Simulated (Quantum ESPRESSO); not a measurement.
# Habitual settings against a tight run: Cd2InAgTe4 (I-42m, 8 atoms in the cell)

Self-consistent single point.

```yaml
crystal:
  lattice:
    - [3.35740, -3.35740, 6.65704]
    - [3.35740, 3.35740, 6.65704]
    - [-3.35740, -3.35740, 6.65704]
  atoms:
    - { symbol: Cd, position: [0.50000, 0.25000, 0.75000] }
    - { symbol: Cd, position: [0.50000, 0.75000, 0.25000] }
    - { symbol: In, position: [0.00000, 0.50000, 0.50000] }
    - { symbol: Ag, position: [0.00000, 0.00000, 0.00000] }
    - { symbol: Te, position: [0.50346, 0.12558, 0.12558] }
    - { symbol: Te, position: [0.00000, 0.37096, 0.87442] }
    - { symbol: Te, position: [0.49654, 0.62904, 0.62904] }
    - { symbol: Te, position: [0.00000, 0.87442, 0.37096] }
```

Level of theory: PBEsol, GBRV 1.5 ultrasoft (PBESOL) pseudopotentials (plane waves; Quantum ESPRESSO).

Base settings: ecutwfc = 40 Ry; ecutrho = 320 Ry; occupations = smearing; smearing = gauss; degauss = 0.00147 Ry; K_POINTS = automatic 3 3 3 0 0 0; conv_thr = 1e-09 Ry; mixing_beta = 0.4.

Tight run (finer mesh or higher cutoff; not a proven limit): ecutwfc: 40 Ry → 56 Ry; ecutrho: 320 Ry → 448 Ry; conv_thr: 1e-09 Ry → 7.3e-11 Ry; K_POINTS: automatic 3 3 3 0 0 0 → automatic 5 5 5 0 0 0. It gave top of the valence band (on the code's own zero) 4.34 eV; gap on the k-point mesh 0.07 eV; pressure -3.80 GPa; largest force (vector length) 0.012 eV/Å.

Quick runs, as changes from the base:
- A: the base itself
- B: ecutwfc: 40 Ry → 20 Ry; ecutrho: 320 Ry → 160 Ry; smearing: gauss → mp; degauss: 0.00147 Ry → 0.0099958 Ry; K_POINTS: automatic 3 3 3 0 0 0 → automatic 4 4 4 0 0 0
- C: ecutwfc: 40 Ry → 24 Ry; ecutrho: 320 Ry → 192 Ry; conv_thr: 1e-09 Ry → 7.3e-05 Ry; pseudopotentials: {Cd: cd_pbesol_v1.uspp.F.UPF, In: in_pbesol_v1.4.uspp.F.UPF, Ag: ag_pbesol_v1.4.uspp.F.UPF, Te: te_pbesol_v1.uspp.F.UPF} → {Cd: cd_lda_v1.uspp.F.UPF, In: in_lda_v1.4.uspp.F.UPF, Ag: ag_lda_v1.4.uspp.F.UPF, Te: te_lda_v1.uspp.F.UPF} [LDA (PZ)]

Dashes: gap of B, no gap found; energy of C, another energy zero; pressure of C, not trusted under this conv_thr with d or f elements.

Gaps are read on each run's own mesh, which may miss the band edges.

† marks runs with another functional, U, potentials or spin treatment: their distance from the tight run is not a convergence error alone.

The count of work is k-points × plane waves × bands × iterations; it is no time. Core times come from one kind of shared machine and are given to one figure; runs under 30 s give none.

The starting cell comes from a database of computed structures (which also holds hypothetical and non-ambient phases and stackings), without a prior relaxation at this level. Its lattice was rescaled by a random factor within 2.5 % of one. Spin-orbit coupling is off. In the base run, with a pressure of about -4 GPa the cell is away from its equilibrium volume at this level.

| run | energy less tight (meV/atom) | pressure less tight (GPa) | largest miss in a force vector (eV/Å) | gap on the mesh less tight (eV) | count of work / tight | core time / tight (rough) |
|---|---|---|---|---|---|---|
| A | 27.6 | 0.04 | 0.013 | -0.004 | 0.18 | 0.2 |
| B | 3634.3 | -79.42 | 0.034 | – | 0.14 | 0.07 |
| C† | – | – | 0.026 | -0.024 | 0.049 | 0.04 |

Among the runs at the tight run's level, the energy misses run from 27.6 to 3634.3 meV/atom.

Left out of this page: 3 runs of the series outside the window shown, repeating another row's setting, or not comparable.
